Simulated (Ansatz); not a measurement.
Consider NiSi₂ (space group Fm-3m, No. 225; a = 5.4454 Å; not spin-polarised; relaxed with 0.1 eV smearing).

(Cell as relaxed with PBE.)

Levels (all Ansatz, an electronic-structure program, PAW, earlier PAW set): PBE (420 eV, no SOC); r2SCAN (500 eV, no spin-orbit coupling).

Each level relaxes its own structure.

```
base                      PBE    r2SCAN
-------------------  --------  --------
volume per atom      13.46 Å³  13.04 Å³
lattice parameter a   5.445 Å   5.389 Å
band gap                 zero      zero
```

The change: an isotropic linear strain of −4.62 %, atoms relaxed at fixed cell.

| quantity | PBE | r2SCAN |
|---|---|---|
| energy relative to the base (free energy F) | +139 meV/atom | +152 meV/atom |
| pressure | 28.6 GPa | 32.4 GPa |
| band gap | zero | zero |

PBE's energy relative to the base lies 13 meV/atom below r2SCAN's; PBE's pressure lies 3.8 GPa below r2SCAN's; the two agree on the band gap. Neither level is exact; r2SCAN is the comparison here, not a measurement.

No phonon test of stability was made. Seeded moments were not kept for the base. The final runs are not spin-polarised.
